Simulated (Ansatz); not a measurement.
Consider InAs in the zinc blende structure (space group F-43m, No. 216).

```yaml
crystal:
  lattice:
    - [0.00000, 3.04364, 3.04364]
    - [3.04364, 0.00000, 3.04364]
    - [3.04364, 3.04364, 0.00000]
  atoms:
    - { symbol: In, position: [0.00000, 0.00000, 0.00000] }
    - { symbol: As, position: [0.25000, 0.25000, 0.25000] }
```

Cartesian axes are those of the cell as printed.

Computed with PBEsol, PAW, 420 eV (Ansatz, a program for electronic structure; no SOC).

For the base:

```
Item               Result
---------------  --------
Pressure          0.0 GPa
Volume per atom  28.20 Å³
Band gap             zero
```

The change: compressive biaxial strain of 2.00 % in the plane normal to [001], as in epitaxy on a mismatched substrate; the out-of-plane cell vector and the atoms relax.

Question: What happens to the pressure?

Answer: The pressure (mean of the normal stresses, compression positive) goes from zero to 1.0 GPa.

Question: How does this affect the volume per atom?

Answer: The volume per atom drops by 0.52 Å³, from 28.20 Å³ to 27.68 Å³.

Question: What happens to the energy relative to the base?

Answer: The energy increases by 5.4 meV/atom.

Question: Estimate the effect on the band gap.

Answer: The band gap stays zero.

A case with no gap was solved on a k-mesh chosen for an insulator, which is coarse for it. No phonon test of stability was made. The final runs are not spin-polarised. The zero or small gap of InAs can change with the level of theory.
